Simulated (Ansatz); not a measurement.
System: ZnSnO₃ (R3c, No. 161, 10 atoms in the cell; start mp-13334). Method: PBEsol (Ansatz, an electronic-structure program, plane waves, PAW).

Numerical settings: plane-wave cutoff 500 eV, 10×10×10 k mesh, gaussian smearing 0.02 eV, scalar-relativistic PAW data made under PBE.

Cell (relaxed at this level):

```
SnZnO3
1.0
    2.63898     1.52361     4.67065
   -2.63898     1.52361     4.67065
    0.00000    -3.04723     4.67065
Zn Sn O
2 2 6
Cartesian
  0.00000   0.00000   3.98781
  0.00000   0.00000  10.99378
  0.00000   0.00000   0.03091
  0.00000   0.00000   7.03688
  1.80426  -0.16067   7.99514
 -0.76298   1.64287   7.99514
 -1.04127  -1.48220   7.99514
 -1.59770   0.04142   5.65981
  0.83472   1.36294   5.65981
  0.76298  -1.40436   5.65981
```

Q: Predict the band gap.

A: 
* **band gap**: 1.25 eV (on the SCF k mesh)

Note: the relaxation could not lower the start's symmetry, so the cell can be a saddle point above a distorted one.

Spin–orbit coupling is not included.

Computed values are for the static lattice.

A start named mp-… is a Materials Project structure, which need not be a measured phase.
